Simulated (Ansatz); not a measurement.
CO on the 1x1 (111) surface of fcc Pt, one in a 2x2 cell, energies for each (27.3 Å²). Energies are against CO(g), without zero-point or thermal terms; each row is named by its start.

Method: PBE (plane waves to 420 eV, PAW; Ansatz, an electronic-structure program).

Model: 18-atom slab, 6.9 Å thick at the start under the adsorbate (thin: gaps and levels are the slab's own), 6x6x1 mesh, Fermi-Dirac 0.1 eV, dipole correction, 8 atoms held, the rest relaxed; each run with such symmetry as its start has; no spin, no spin-orbit, no U, no dispersion correction.

A negative adsorption energy means that the adsorbate is more stable on the surface than in its reference. Heights count from the host atoms within 0.3 Å of the top one.

```csv
starting site,E_ads (eV),height (Å),nearest host atom (Å),bonded to,Δ work function (eV),lateral drift (Å)
top Pt,…,2.02,Pt 1.84,Pt,-0.24,0.0
hollow Pt-Pt-Pt over Pt at depth 2.3 Å,-1.67,1.38,Pt 2.11,3 Pt,0.82,0.0
hollow Pt-Pt-Pt over Pt at depth 4.6 Å,-1.67,1.37,Pt 2.12,3 Pt,0.82,0.0
bridge Pt-Pt (span 2.8 Å),-1.67,1.54,Pt 2.02,2 Pt,0.67,0.1
```

Fill in the missing entries.


- top Pt, E_ads (eV): -1.60
